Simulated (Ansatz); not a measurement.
# InSb: strain along the normal

InSb (zinc blende, F-43m, 35.225 Å³/atom at rest) under an equal strain ε in the (001) plane with the normal axis free, as in a coherent film. r2SCAN in Ansatz, a plane-wave DFT program (PAW, default set), 500 eV, 12×12×12 Γ-centred mesh, Fermi-Dirac smearing 0.05 eV; ions are relaxed within the symmetry of each cell.

Here s stands for strain and y for normal strain.

```
strain (%)  normal strain (%)
----------  -----------------
-3.00                       ?
-1.50                    1.56
-1.00                    1.05
-0.50                    0.53
0.00                     0.00
0.50                    -0.52
1.00                    -1.05
1.50                    -1.59
```

Q: Using a straight line, estimate the missing y at s = -3.00 from the other rows, showing the fit.

A: Means: s 0, y -0.003. About the means, the sum of products is -7.3500 and the sum of squares of s is 7.0000; the slope is their ratio. Least squares gives y = -0.003 - 1.0500·s. Residuals (row less fit): -0.012, 0.003, 0.008, 0.003, 0.008, 0.003, -0.012; standard error 0.009 (degrees of freedom: 5). The slope, -1.05 ± 0.00, is the elastic response of the normal axis, −2C12/C11 for this plane. At the withheld row, y = -0.003 - 1.0500 × (-3.0) = 3.147%. The calculation gives 3.11%, 0.037% below the prediction (0.8 % of the range of y in the table). The row lies outside the fitted rows, so this is an extrapolation. From the scatter of the fitted rows alone, a prediction at this place has a standard error of 0.015%, so the miss is 2.5 times that.

One order more, fitted to all 13 runs of the series, follows each within 0.01, so the miss is the next term of a smooth law. This level leaves no gap over 0.05 eV at strain -1.00, -0.50, 0.00, 0.50, where the mesh may be coarse. Rows are the converged runs of the series near zero and its far end; series whose fitted rows scatter by over a few per cent of the range, as at a crossing or softening among them, aren't shown in this form. Most that stay on the fit to the last digits aren't either.
